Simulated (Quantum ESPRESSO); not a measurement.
**What a tighter setting buys: ecutwfc, Mg3ZrO4 (Pm-3m, 8 atoms in the cell)**

Cell: a = 4.4488 Å, b = 4.4488 Å, c = 4.4488 Å, α = 90.00°, β = 90.00°, γ = 90.00°.

Method: PBEsol, PseudoDojo standard norm-conserving (PBESOL) pseudopotentials (plane waves; Quantum ESPRESSO 7.5).

Base settings: ecutwfc = 85 Ry; occupations = smearing; smearing = marzari-vanderbilt; degauss = 0.019992 Ry; potentials = {Mg: Mg.upf, Zr: Zr.upf, O: O.upf}; K_POINTS = automatic 6 6 6 0 0 0; conv_thr = 1e-10 Ry; mixing_beta = 0.7.

Misses are taken against the tightest run, 170 Ry, which need not be fully converged itself. The energy is the free energy per atom.

The count of work is k-points × plane waves × bands × iterations; it is no time, and leaves out set-up, grids and terms that scale otherwise. Core times come from one kind of shared machine and are given to one figure; runs under 30 s give none.

The starting cell comes from a database of computed structures (which also holds hypothetical and non-ambient phases and stackings), without a prior relaxation at this level. In the base run, with a pressure of about -6 GPa the cell is away from its equilibrium volume at this level.

The runs (ecutwfc): 34 Ry | 42 Ry | 51 Ry | 59 Ry | 68 Ry | 76 Ry | 85 Ry | 98 Ry | 110 Ry | 128 Ry | 149 Ry | 170 Ry.

Question: Which is the coarsest setting among those run that, with all tighter ones, holds the energy within 20 meV/atom of the reference, and what does it save?

Answer: 76 Ry, off by 4.2 meV/atom; it needs 0.30 of the reference's count of work and about 0.4 of the reference's time.

Question: What does the step from 68 Ry to 149 Ry buy?

Answer: It takes the miss in the energy from 41 to 0.12 meV/atom, for 3.2 times the count of work and roughly 4 times the time.

| ecutwfc | energy less reference (meV/atom) | pressure less reference (GPa) | count of work / reference | core time / reference (rough) |
|---|---|---|---|---|
| 34 Ry | 15315.31 | -590.15 | 0.083 | – |
| 42 Ry | 5507.45 | -309.19 | 0.12 | – |
| 51 Ry | 1393.04 | -115.58 | 0.17 | 0.2 |
| 59 Ry | 324.07 | -37.08 | 0.21 | 0.4 |
| 68 Ry | 41.20 | -6.89 | 0.25 | 0.3 |
| 76 Ry | 4.23 | -0.95 | 0.30 | 0.4 |
| 85 Ry | 0.56 | -0.02 | 0.35 | 0.6 |
| 98 Ry | 0.38 | 0.00 | 0.44 | 0.6 |
| 110 Ry | 0.33 | 0.01 | 0.52 | 0.6 |
| 128 Ry | 0.19 | 0.00 | 0.65 | 1 |
| 149 Ry | 0.12 | 0.01 | 0.82 | 1 |
| 170 Ry | 0.00 | 0.00 | 1.0 | 1 |
